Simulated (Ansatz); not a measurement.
## SnO2: stress against strain

SnO2 (rutile, P4_2/mnm, 12.176 Å³/atom at rest, c along z) under a strain ε along c (axis z), the other axes held. PBEsol in Ansatz, a plane-wave DFT program (PAW, default set), 420 eV, 7×7×10 Γ-centred mesh, Fermi-Dirac smearing 0.05 eV; ions are relaxed within the symmetry of each cell. Stress is positive for a compressed cell.

Here s stands for strain and y for stress zz.

```csv
strain (%),stress zz (GPa)
-1.20,5.04
-0.60,2.47
0.00,0.00
0.60,-2.37
1.20,-4.66
3.00,?
```

The 5 complete rows are fitted with a straight line, y against s. Means: s 0, y 0.096. About the means, the sum of products is -14.544 and the sum of squares of s is 3.6000; the slope is their ratio. Least squares gives y = 0.096 - 4.0400·s. Residuals (row less fit): 0.096, -0.050, -0.096, -0.042, 0.092; standard error 0.102 (degrees of freedom: 3). The slope gives the elastic constant C33 = 404 ± 5 GPa.

Question: What does the fit predict for y at s = 3.00, and how far is the calculated value from it?

Answer: y = 0.096 - 4.0400 × 3.0 = -12.024 GPa. The calculation gives -10.93 GPa, 1.094 GPa above the prediction (6.9 % of the range of y in the table). The row lies outside the fitted rows, so this is an extrapolation. From the scatter of the fitted rows alone, a prediction at this place has a standard error of 0.196 GPa, so the miss is 5.6 times that.

One order more, fitted to all 11 runs of the series, follows each within 0.01, so the miss is the next term of a smooth law. Rows are the converged runs of the series near zero and its far end; series whose fitted rows scatter by over a few per cent of the range, as at a crossing or softening among them, aren't shown in this form. Most that stay on the fit to the last digits aren't either.
